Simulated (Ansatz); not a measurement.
# B2O3 (model structure, started from the Al2S3 type, Cc, No. 9, 10 atoms in the cell)

Calculation: r²SCAN (Ansatz, a program for electronic structure, plane waves, PAW).

Settings: plane-wave cutoff 560 eV, 10×10×8 k mesh (along the axes of the cell as run), Fermi–Dirac smearing 0.01 eV, scalar-relativistic PAW data made under PBE.

Cell (relaxed at this level):

```cif
data_B8O12
_chemical_formula_sum 'B8 O12'
_space_group_name_H-M_alt 'Cc'
_space_group_IT_number 9
_space_group_name_Hall 'C -2yc'
_cell_length_a 7.89432
_cell_length_b 4.48903
_cell_length_c 4.76182
_cell_angle_alpha 90.000
_cell_angle_beta 121.695
_cell_angle_gamma 90.000
loop_
_atom_site_label
_atom_site_type_symbol
_atom_site_symmetry_multiplicity
_atom_site_Wyckoff_symbol
_atom_site_fract_x
_atom_site_fract_y
_atom_site_fract_z
_atom_site_occupancy
B1 B 4 a 0.08304 0.09725 0.50676 1
B2 B 4 a 0.24481 0.55858 0.49725 1
O1 O 4 a 0.17738 0.11973 0.88155 1
O2 O 4 a 0.37318 0.47733 0.36168 1
O3 O 4 a 0.08008 0.37448 0.37780 1
```
(The calculation used a cell of 10 atoms; values per cell refer to that cell.)

```json
{
 "band_gap": "8.55 eV (on the SCF k mesh)"
}
```

Note: the relaxation could raise the start's symmetry but not lower it, so the cell can be a saddle point.

Static lattice: no zero-point or thermal effects.

Computing time: roughly 24 core-minutes.

A model structure was made by putting elements into a prototype or built by hand; it is no filed structure, need not be a known phase, and can be a saddle point held by its symmetry.
